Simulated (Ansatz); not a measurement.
Results of LDA in Ansatz (PAW) for NiAs-type NiSb.

Numerical settings: plane-wave cutoff 520 eV, 12×12×8 k mesh (along the axes of the cell as run), Fermi–Dirac smearing 0.1 eV, perturbation theory, no spin polarisation, scalar-relativistic PAW data made under PBE.

The cell has the measured lattice parameters. Conventional cell: a = 3.9350 Å, b = 3.9350 Å, c = 5.1360 Å, α = 90.00°, β = 90.00°, γ = 120.00°.

```yaml
crystal:
  lattice:
    - [3.93500, 0.00000, 0.00000]
    - [-1.96750, 3.40781, 0.00000]
    - [0.00000, 0.00000, 5.13600]
  atoms:
    - { symbol: Ni, position: [0.00000, 0.00000, 0.50000] }
    - { symbol: Ni, position: [0.00000, 0.00000, 0.00000] }
    - { symbol: Sb, position: [0.66667, 0.33333, 0.75000] }
    - { symbol: Sb, position: [0.33333, 0.66667, 0.25000] }
```

Harmonic phonon frequencies (cm⁻¹; i marks an imaginary mode):

```json
[
 {"q point": "Γ", "frequencies": "0 0 0 122 122 126 126 139 151 198 198 237"},
 {"q point": "M", "frequencies": "77 95 106 122 128 135 135 159 175 175 188 245"},
 {"q point": "K", "frequencies": "78 78 109 118 118 131 159 167 167 185 185 246"},
 {"q point": "A", "frequencies": "73 73 73 73 119 119 170 170 170 170 184 184"}
]
```

No imaginary mode appears at these points.

Note: the cell isn't this level's own, so it is under some stress, which shifts stiffness and frequencies.

Ansatz is an electronic-structure program.
